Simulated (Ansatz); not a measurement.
This Ansatz (an electronic-structure program) input is the reference run, CdSe in the zinc blende structure (space group F-43m, No. 216), computed with LDA (Ansatz), no SOC:

Ansatz 0.2 input:
```yaml
crystal:
  lattice:
    - [0, 3.0037359609, 3.0037359609]
    - [3.0037359609, 0, 3.0037359609]
    - [3.0037359609, 3.0037359609, 0]
  atoms:
    - { symbol: Cd, position: [0, 0, 0] }
    - { symbol: Se, position: [0.25, 0.25, 0.25] }
basis: { ecutwfc: 420, ecutrho_ratio: 4, xc_grid: 2, fft_grid_basis: typed }
kpoints: { mp_grid: { grid: [10, 10, 10] } }
hamiltonian:
  xc: lda
  dispersion: none
  pseudopotentials: { kind: paw }
scf: { occupations: { method: fermi_dirac, width: 0.05 }, convergence: { dr2_threshold: 0.0000000002 } }
output: { forces: true, stress: true }
checkpoint: { write: state.ck, write_every: 1000 }
```

Task: Write the input for this change: an isotropic linear strain of −2.00 %; the atoms relax in the strained cell.

Result: 
Ansatz 0.2 input:
```yaml
crystal:
  lattice:
    - [0, 2.9436612417, 2.9436612417]
    - [2.9436612417, 0, 2.9436612417]
    - [2.9436612417, 2.9436612417, 0]
  atoms:
    - { symbol: Cd, position: [0, 0, 0] }
    - { symbol: Se, position: [0.25, 0.25, 0.25] }
basis: { ecutwfc: 420, ecutrho_ratio: 4, xc_grid: 2, fft_grid_basis: typed }
kpoints: { mp_grid: { grid: [10, 10, 10] } }
hamiltonian:
  xc: lda
  dispersion: none
  pseudopotentials: { kind: paw }
scf: { occupations: { method: fermi_dirac, width: 0.05 }, convergence: { dr2_threshold: 0.0000000002 } }
relax: { f_tol: 0.005, max_steps: 50 }
output: { forces: true, stress: true }
checkpoint: { write: state.ck, write_every: 1000 }
```
This is the input that was run.

Stability against distortions was not tested.
